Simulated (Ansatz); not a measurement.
Results of PBEsol (plane waves, PAW; Ansatz, a quantum-chemistry and plane-wave program) for AlP (model structure, P6₂22, No. 180, 6 atoms in the cell).

Numerical settings: plane-wave cutoff 520 eV, 18×18×8 k mesh (along the axes of the cell as run), Fermi–Dirac smearing 0.05 eV, scalar-relativistic PAW data made under PBE.

Cell (relaxed with PBEsol):

```cif
data_Al3P3
_chemical_formula_sum 'Al3 P3'
_space_group_name_H-M_alt 'P6222'
_space_group_IT_number 180
_space_group_name_Hall 'P 62 2 (0 0 4)'
_cell_length_a 3.82126
_cell_length_b 3.82126
_cell_length_c 8.63271
_cell_angle_alpha 90.000
_cell_angle_beta 90.000
_cell_angle_gamma 120.000
loop_
_atom_site_label
_atom_site_type_symbol
_atom_site_symmetry_multiplicity
_atom_site_Wyckoff_symbol
_atom_site_fract_x
_atom_site_fract_y
_atom_site_fract_z
_atom_site_occupancy
Al1 Al 3 d 0.50000 0.00000 0.50000 1
P1 P 3 c 0.50000 0.00000 0.00000 1
```

Q: What does this level give for the band gap and direct gap at Γ?

A: 
band gap: 0.84 eV (on the SCF k mesh)
direct gap at Γ: 2.04 eV

Note: the relaxation could raise the start's symmetry but not lower it, so the cell can be a saddle point.

Computed values are for the static lattice.

Cost on a shared machine: about 30 core-seconds (a rough figure).

A model structure was made by putting elements into a prototype or built by hand; it is no filed structure, need not be a known phase, and can be a saddle point held by its symmetry.
